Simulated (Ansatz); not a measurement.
The parent structure is a 9-atom supercell of MoS2 in the 3R-MoS2 type structure (space group R3m, No. 160; a = 3.1532 Å, c = 17.9937 Å (hexagonal axes); layered, stacked along the Cartesian z axis) at its relaxed geometry.

Level of theory: PBE-D3(BJ) (Ansatz, a quantum-chemistry and plane-wave program), spin-orbit coupling left out, earlier PAW set.

Base values:

The mean distance from the defect site to its nearest host atoms is 2.40 Å and the pressure is 0.0 GPa.

One thing is altered: a neutral S vacancy, atoms relaxed at fixed cell, starting from a slightly rattled geometry.

Q: Estimate the effect on the mean distance from the defect site to its nearest host atoms, largest displacement of a host atom from its site in the perfect cell and pressure.

A: The mean distance from the defect site to its nearest host atoms rises by 0.01 Å to 2.41 Å; the largest displacement of a host atom from its site in the perfect cell amounts to 0.05 Å; the pressure goes from zero to -4.5 GPa.

The magnetic state is the one reached from the starting moments; the real material's order can differ, and small cells can't hold many antiferromagnetic ones. The cell is small, so the values are those of an ordered compound at a high defect concentration; dilute-limit values will differ. Starting moments died away, wholly or in part, for S vacancy; another magnetic solution may exist. The defect cell is spin-polarised and ends with 0.0 μB.
